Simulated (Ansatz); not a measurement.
Seebeck coefficient (μV/K, mean over directions) of p-type InP (F-43m) against carrier density, HSE06 with spin-orbit coupling, rigid bands (Ansatz, a first-principles code). Computed gap 1.41 eV; densities at which minority carriers matter at this gap, or further valleys turn the trend, are left out. Conductivity mass 0.54 mₑ (harmonic mean over directions), N_v = 2.2e19 cm⁻³ at 300 K.

```csv
hole density,300 K,500 K
1e16 cm⁻³,893,982
1e17 cm⁻³,694,[?]
1e18 cm⁻³,[?],585
3e18 cm⁻³,403,491
1e19 cm⁻³,304,389
3e19 cm⁻³,220,299
1e20 cm⁻³,144,208
3e20 cm⁻³,[?],136
1e21 cm⁻³,44,71
```

### Question
Complete the blanks.

### Answer

- 1e17 cm⁻³, 500 K: 783
- 1e18 cm⁻³, 300 K: 496
- 3e20 cm⁻³, 300 K: 90

Rigid bands with a gap fixed in temperature, one relaxation time for all states, no polarons or phonon drag, and whether or not such doping can be reached. Geometry: cell and atoms relaxed with PBEsol.
